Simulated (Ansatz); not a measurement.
## NaF in the rock salt structure (space group Fm-3m, No. 225)

```
CELL_PARAMETERS angstrom
      0.00000     2.35078     2.35078
      2.35078     0.00000     2.35078
      2.35078     2.35078     0.00000
ATOMIC_POSITIONS crystal
  F  0.00000 0.00000 0.00000
  Na 0.50000 0.50000 0.50000
```

All numbers come from PBE (Ansatz, a first-principles code; PAW; 420 eV plane waves; without spin-orbit coupling). k-mesh 12×12×12 (Γ-centred); smearing 0.05 eV (Fermi–Dirac).

The volume per atom is 12.99 Å³ and the density is 2.68 g/cm³. The band gap comes out as 6.09 eV, direct at Γ, the electron mass is 0.56 mₑ and the lowest conduction-band minima above the VBM comes out as Γ 6.09 eV. The total energy comes out as -1148.716 eV/atom (σ→0; compares only within this code and set-up).

Effective masses come from finite differences of ±0.01 Å⁻¹. Gaps are read on the SCF mesh and a high-symmetry path. Whether these cells are dynamically stable was not tested.
